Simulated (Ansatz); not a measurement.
The parent structure is GaAs in the zinc blende structure (space group F-43m, No. 216).

```
CELL_PARAMETERS angstrom
      0.00000     2.83335     2.83335
      2.83335     0.00000     2.83335
      2.83335     2.83335     0.00000
ATOMIC_POSITIONS crystal
  Ga 0.00000 0.00000 0.00000
  As 0.25000 0.25000 0.25000
```

Cartesian axes are those of the cell as printed.

The values are results of Kohn–Sham DFT with the r2SCAN functional, run in Ansatz (a first-principles code) with PAW and 500 eV plane waves, without spin-orbit coupling, not measurements.

Now apply this change: uniaxial strain ε_zz = −1.00 %, all other strain components held at zero; the atoms relax in the strained cell.

Task: Predict the stress tensor and what it implies for the stiffness.

Result: Stress of the strained cell less that of the base (GPa, compression positive):
```
   0.52    0.00    0.00
   0.00    0.52    0.00
   0.00    0.00    1.19
```

Then −Δσ_ii/ε with ε = -0.0100 gives relaxed-ion elastic constants: C33 ≈ 119 GPa, C13 ≈ 52 GPa and C23 ≈ 52 GPa.

No phonon test of stability was made.
